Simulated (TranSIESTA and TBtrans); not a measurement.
Sn chain with one H atom inserted

Device: Sn chain with one H atom inserted. Leads: straight Sn chain, spacing 2.612 Å. Geometry: 3 atoms about the centre moved by SIESTA (PBE, DZP) to a largest force of 0.00 eV/Å, all others as built, motion along the axis alone.

TranSIESTA and TBtrans, PBE, DZ numerical orbitals (energy shift 0.15 eV), PseudoDojo norm-conserving scalar-relativistic potentials, mesh cutoff 200 Ry, 300 K, no spin polarisation, no spin-orbit coupling; self-consistent non-equilibrium Green functions.

- Conductance at 300 K (G0 = 2e²/h): 2.11
- Mean T from −0.5 to 0.5 eV: 2.02

Energies count from the leads' Fermi level. Transmissions are for one spin of a degenerate pair. The energy step is 0.01 eV; narrower resonances are cut or missed.

```csv
E (eV),T,lead channels
-2.00,0.89,1
-1.90,0.93,1
-1.80,0.96,1
-1.70,0.97,1
-1.60,0.98,1
-1.50,0.99,1
-1.40,0.99,1
-1.30,0.99,1
-1.20,1.00,1
-1.10,1.00,1
-1.00,1.19,3
-0.90,1.29,3
-0.80,1.40,3
-0.70,1.53,3
-0.60,1.68,3
-0.50,1.83,3
-0.40,1.96,3
-0.30,2.06,3
-0.20,2.11,3
-0.10,2.13,3
0.00,2.11,3
0.10,2.07,3
0.20,2.02,3
0.30,1.96,3
0.40,1.91,3
0.50,1.85,3
0.60,1.81,3
0.70,1.77,3
0.80,1.74,3
0.90,1.71,3
1.00,1.69,3
1.10,1.68,3
1.20,1.67,3
1.30,1.67,3
1.40,1.67,3
1.50,1.67,3
1.60,1.67,3
1.70,1.67,3
1.80,1.68,3
1.90,1.68,3
2.00,1.69,3
```

The straight chain is held at its spacing; free chains may zigzag or dimerise. No spin-polarised start was tried, so a magnetic state, if there is one, is missed.
